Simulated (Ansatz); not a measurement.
SrVO3 under a change: pressure 50 GPa

Consider SrVO₃ in the cubic perovskite structure (space group Pm-3m, No. 221; a = 3.841 Å; ferromagnetic).

One thing is altered: cell and atoms relaxed at a pressure of 50 GPa.

The values are results of plane-wave PAW DFT at the r2SCAN level (Ansatz, a quantum-chemistry and plane-wave program, 500 eV), no spin-orbit coupling, not measurements. k-mesh 12×12×12 (Γ-centred); smearing 0.05 eV (Fermi–Dirac).

```yaml
density: 6.55 g/cm³ (base 5.47 g/cm³)
lattice_parameter_a: 3.616 Å (base 3.841 Å)
shortest_interatomic_distance: 1.808 Å (base 1.920 Å)
band_gap: zero (base zero)
magnetic_state: non-magnetic (base ferromagnetic)
largest_site_moment: 0.00 μB (base 0.82 μB)
```

The magnetic state is the one reached from the starting moments; the real material's order can differ, and small cells can't hold many antiferromagnetic ones. Load acts through the strain it causes; cell and atoms are relaxed under it. Stability against distortions was not tested. No other phases were tried under pressure. Starting moments died away, wholly or in part, for pressure 50 GPa; another magnetic solution may exist. No Hubbard U is applied, and correlation can decide whether such a compound is a metal.
